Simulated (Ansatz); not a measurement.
Consider interstitial Cu in zinc-blende GaAs, charge state +1. The step: Cu moves alone to another site; the atom moves 3.32 Å along (0.40, 0.40, 0.10) of the unit cell; the moving atom starts with neighbours As at 2.43, 2 As at 2.44; Ga at 2.54, 2 Ga at 2.56 Å and ends with As at 2.51, 3 As at 2.54; 3 Ga at 2.89, 3 Ga at 2.93 Å. DFT values are from Ansatz (plane-wave PAW, 420 eV unless said) in a cell of 64 host sites, spin-restricted, static, with no finite-size correction. The charge state is imposed; whether it is stable for some Fermi level was not computed. Sites that were not tried may lie lower. For the PBE band: the saddle point's order was not checked, and it lies on a symmetry element of the cell, where a band can be held.

| Level | Forward barrier (eV) | Cost of the band or of the saddle's single point |
|---|---|---|
| CHGNet universal potential (has no charge state), its own band | 0.19 | - |
| PBE, one k-point at (0.250, 0.250, 0.250), band relaxed | 0.22 | around 120 core-minutes (rough) |
| PBE, a 2×2×2 k-point mesh shifted by half a step, same geometries | 0.19 | roughly 13 core-minutes |
| r2SCAN at 500 eV, one k-point at (0.250, 0.250, 0.250), same geometries | … | very roughly 7 core-minutes |

Task: Some entries are withheld; supply them.

Result: 
- r2SCAN at 500 eV, one k-point at (0.250, 0.250, 0.250), same geometries, Forward barrier (eV): 0.30

Ansatz is a first-principles code.
